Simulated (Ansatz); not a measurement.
The starting structures come from a database of crystals and need not be the phases stable at ambient conditions.

 Where the default PAW files enter, the runs use the earlier of Ansatz's two default sets.

**Evanescent states of Ba₂ZrO₄ (I4/mmm, not sure to be the ambient phase, 7 atoms a cell, 17.1 Å³ an atom, -3 GPa at this level) along the normal of (110)**

The numbers are results of PBEsol (plane waves, PAW; Ansatz, an electronic-structure program), not measurements.

The gap is the functional's own. No spin-orbit coupling. Mid-gap values are interpolated on the energy grid.

Energies count from the valence-band top; κ is the least over a 6×6 mesh across the current.

| E (eV) | κ (1/Å) | where |
|---|---|---|
| 0.07 | 0.180 | off Γ |
| 0.23 | 0.212 | Γ |
| 0.38 | 0.234 | Γ |
| 0.53 | 0.252 | Γ |
| 0.68 | 0.265 | Γ |
| 0.82 | 0.276 | Γ |
| 0.97 | 0.284 | Γ |
| 1.12 | 0.290 | Γ |
| 1.27 | 0.294 | Γ |
| 1.43 | 0.295 | Γ |
| 1.57 | 0.292 | Γ |
| 1.73 | 0.287 | Γ |
| 1.88 | 0.278 | Γ |
| 2.02 | 0.267 | Γ |
| 2.17 | 0.253 | Γ |
| 2.33 | 0.237 | Γ |
| 2.48 | 0.216 | Γ |
| 2.62 | 0.191 | Γ |
| 2.77 | 0.159 | Γ |
| 2.92 | 0.113 | Γ |

Question: How thick must the barrier be to attenuate the transmission by 10^8 when the electrodes' Fermi level lies at 1.57 eV, and what attenuation does that film give at 0.68 eV?

Answer: d = 8 ln 10 / (2 × 0.292) = 31.5 Å. At 0.68 eV it gives 8 × 0.265/0.292 = 7.3 decades.
